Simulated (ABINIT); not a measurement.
# Worked example: self-consistent single point of Re₂C (P6_3/mmc, 6 atoms in the cell) in ABINIT

Method: LDA (PW92), PAW (JTH v2.0 LDA PAW) (plane waves; ABINIT 10.0.3).

The input file:

```
# Re2C, JTH v2.0 LDA PAW
pp_dirpath "./"
pseudos "Re.LDA_PW-JTH.xml, C.LDA_PW-JTH.xml"
acell 5.4559853344 5.4559853344 18.8431224825
rprim
         1.0000000000    0.0000000784    0.0000000000
        -0.5000000679    0.8660253646    0.0000000000
         0.0000000000    0.0000000000    1.0000000000
natom 6
ntypat 2
znucl 75 6
typat 1 1 1 1 2 2
xcart
        -0.0000001307    1.6669159411    6.0660713808
         1.4435914856    0.8334580837    3.9052796191
         1.4435914856    0.8334580837    1.0803958808
        -0.0000001307    1.6669159411    8.8909551192
        -0.0000001307    1.6669159411    2.4928377500
         1.4435914856    0.8334580837    7.4785132500
      Angstrom
ecut 21 Ha
pawecutdg 42 Ha
pawxcdev 0
occopt 3
tsmear 0.00367493
nband 43
kptopt 1
ngkpt 7 7 2
nshiftk 1
shiftk 0 0 0
nstep 50
tolvrs 1.0e-12
prtwf 0
prtden 0
```

Output (repeated stretches shortened):

```
 Symmetries : space group P6_3/m m c (#194); Bravais hP (primitive hexag.)

 -outvars: echo values of preprocessed input variables --------
            acell      5.4559853344E+00  5.4559853344E+00  1.8843122483E+01 Bohr
             ecut      2.10000000E+01 Hartree
              ixc       -1012
         kptrlatt        7    0    0      0    7    0      0    0    2
          kptrlen      3.76862450E+01
            natom           6
            nband          43
            ngfft          24      24      80
          ngfftdg          32      32     120
             nkpt          16
            nstep          50
             nsym          24
           ntypat           2
           occopt           3
        pawecutdg      4.20000000E+01 Hartree
         pawxcdev           0
            rprim      1.0000000000E+00  7.8400000000E-08  0.0000000000E+00
                      -5.0000006790E-01  8.6602536460E-01  0.0000000000E+00
                       0.0000000000E+00  0.0000000000E+00  1.0000000000E+00
          spgroup         194
           tolvrs      1.00000000E-12
           tsmear      3.67493000E-03 Hartree
            typat      1  1  1  1  2  2
           useylm           1
             xred      3.3333333550E-01  6.6666666883E-01  6.0835000156E-01
                       6.6666666883E-01  3.3333333549E-01  3.9165000281E-01
                       6.6666666883E-01  3.3333333549E-01  1.0835000156E-01
                       3.3333333550E-01  6.6666666883E-01  8.9165000281E-01
                       3.3333333550E-01  6.6666666883E-01  2.5000000219E-01
                       6.6666666883E-01  3.3333333549E-01  7.5000000219E-01
            znucl       75.00000    6.00000

== DATASET  1 ==================================================================

 Real(R)+Recip(G) space primitive vectors, cartesian coordinates (Bohr,Bohr^-1):
 R(1)=  5.4559853  0.0000004  0.0000000  G(1)=  0.1832849  0.1058196  0.0000000
 R(2)= -2.7279930  4.7250217  0.0000000  G(2)= -0.0000000  0.2116392  0.0000000
 R(3)=  0.0000000  0.0000000 18.8431225  G(3)=  0.0000000  0.0000000  0.0530698
 Unit cell volume ucvol=  4.8576911E+02 bohr^3
 Angles (23,13,12)=  9.00000000E+01  9.00000000E+01  1.20000000E+02 degrees

 Coarse grid specifications (used for wave-functions):

 getcut: wavevector=  0.0000  0.0000  0.0000  ngfft=  24  24  80
         ecut(hartree)=     21.000   => boxcut(ratio)=   2.05808

 Fine grid specifications (used for densities):

 getcut: wavevector=  0.0000  0.0000  0.0000  ngfft=  32  32 120
         ecut(hartree)=     42.000   => boxcut(ratio)=   2.01042

   1.36237031E+04                                ecore*ucvol(ha*bohr**3)

_setup2: Arith. and geom. avg. npw (full set) are    2233.827    2233.801

--- !BeginCycle
solver: {iscf: 17, nstep: 50, nline: 4, wfoptalg: 10, }
tolerances: {tolvrs: 1.00E-12, }
...

     iter   Etot(hartree)      deltaE(h)  residm     nres2
 ETOT  1  -332.22093040008    -3.322E+02 2.214E+00 3.902E+01
 ETOT  2  -333.82606517463    -1.605E+00 2.000E-02 1.184E+01
 ETOT  3  -333.80330884569     2.276E-02 1.041E-02 9.318E-01
 ETOT  4  -333.80381972453    -5.109E-04 3.026E-03 2.336E-01
 ETOT  5  -333.80351689338     3.028E-04 1.529E-03 3.344E-03
 ETOT  6  -333.80352663686    -9.743E-06 7.038E-04 4.405E-04
   [... 2 lines left out ...]
 ETOT  9  -333.80352627954     6.532E-10 1.019E-04 5.240E-08
 ETOT 10  -333.80352627954    -4.206E-12 6.465E-05 7.124E-10
 ETOT 11  -333.80352627954     1.137E-12 2.320E-05 1.456E-10
 ETOT 12  -333.80352627954    -2.501E-12 3.817E-05 8.373E-12
 ETOT 13  -333.80352627954     2.274E-12 1.327E-05 1.324E-13

 At SCF step   13       nres2   =  1.32E-13 < tolvrs=  1.00E-12 =>converged.

 Cartesian components of stress tensor (hartree/bohr^3)
  sigma(1 1)=  8.60587994E-04  sigma(3 2)=  0.00000000E+00
  sigma(2 2)=  8.60587992E-04  sigma(3 1)=  0.00000000E+00
  sigma(3 3)=  9.32155410E-04  sigma(2 1)=  2.44122284E-13

 ----iterations are completed or convergence reached----

 reduced coordinates (array xred) for    6 atoms
       0.333333335498      0.666666668828      0.608350001564
       0.666666668831      0.333333335495      0.391650002808
       0.666666668831      0.333333335495      0.108350001564
       0.333333335498      0.666666668828      0.891650002808
       0.333333335498      0.666666668828      0.250000002186
       0.666666668831      0.333333335495      0.750000002186
 cartesian forces (eV/Angstrom) at end:
    1      0.00000000000000     0.00000000000000     0.04139614872046
    2     -0.00000000000000    -0.00000000000000    -0.04139614872046
    3     -0.00000000000000    -0.00000000000000     0.04139614872046
    4     -0.00000000000000    -0.00000000000000    -0.04139614872046
    5     -0.00000000000000     0.00000000000000    -0.00000000000000
    6     -0.00000000000000    -0.00000000000000    -0.00000000000000
 frms,max,avg= 1.9514332E-02 4.1396149E-02   0.000E+00  0.000E+00  0.000E+00 e/A
 length scales=  5.455985334400  5.455985334400 18.843122482500 bohr
              =  2.887183089366  2.887183089366  9.971350956409 angstroms
 Fermi (or HOMO) energy (hartree) =   0.37184   Average Vxc (hartree)=  -0.52568
 Eigenvalues (hartree) for nkpt=  16  k points:
 kpt#   1, nband= 43, wtk=  0.01020, kpt=  0.0000  0.0000  0.0000 (reduced coord)
  -2.58657   -2.58603   -2.58425   -2.58371   -1.19971   -1.18946   -1.17838   -1.17268
  -1.17268   -1.17174   -1.17174   -1.16878   -1.16878   -1.16783   -1.16783   -1.16740
  -0.14395   -0.11996    0.02863    0.07579    0.16379    0.17983    0.22416    0.22416
   0.24818    0.24818    0.27268    0.29169    0.29169    0.30329    0.30329    0.30693
   0.30693    0.30815    0.38542    0.38589    0.38589    0.39104    0.39104    0.42627
   0.46204    0.46204    0.52134
      occupation numbers for kpt#   1
   2.00000    2.00000    2.00000    2.00000    2.00000    2.00000    2.00000    2.00000
   2.00000    2.00000    2.00000    2.00000    2.00000    2.00000    2.00000    2.00000
   2.00000    2.00000    2.00000    2.00000    2.00000    2.00000    2.00000    2.00000
   2.00000    2.00000    2.00000    2.00000    2.00000    2.00000    2.00000    2.00000
   2.00000    2.00000    0.04848    0.04285    0.04285    0.01071    0.01071    0.00000
   0.00000    0.00000    0.00000
 prteigrs : prtvol=0 or 1, do not print more k-points.

--- !EnergyTerms
comment             : Components of total free energy in Hartree
kinetic             :  8.00124334396272E+01
hartree             :  4.85930159121142E+01
xc                  : -5.35027333101735E+01
Ewald energy        : -2.87250313191192E+02
psp_core            :  2.80456350284860E+01
local_psp           : -1.36940995584947E+02
spherical_terms     : -1.27587006732831E+01
internal            : -3.33801658379368E+02
'-kT*entropy'       : -1.86796640460236E-03
total_energy        : -3.33803526345773E+02
total_energy_eV     : -9.08325588921645E+03
...

-Cartesian components of stress tensor (GPa)         [Pressure= -2.6021E+01 GPa]
- sigma(1 1)=  2.53193687E+01  sigma(3 2)=  0.00000000E+00
- sigma(2 2)=  2.53193686E+01  sigma(3 1)=  0.00000000E+00
- sigma(3 3)=  2.74249544E+01  sigma(2 1)=  7.18232436E-09

 Calculation completed.
```

The run converged in 13 iterations.

The starting cell comes from a database of computed structures (which also holds hypothetical and non-ambient phases and stackings), without a prior relaxation at this level. Its lattice was rescaled by a random factor within 2.5 % of one. Spin polarisation is off. With a pressure of about -26 GPa the cell is away from its equilibrium volume at this level.

Cost on one core of a shared machine: roughly 2 min.
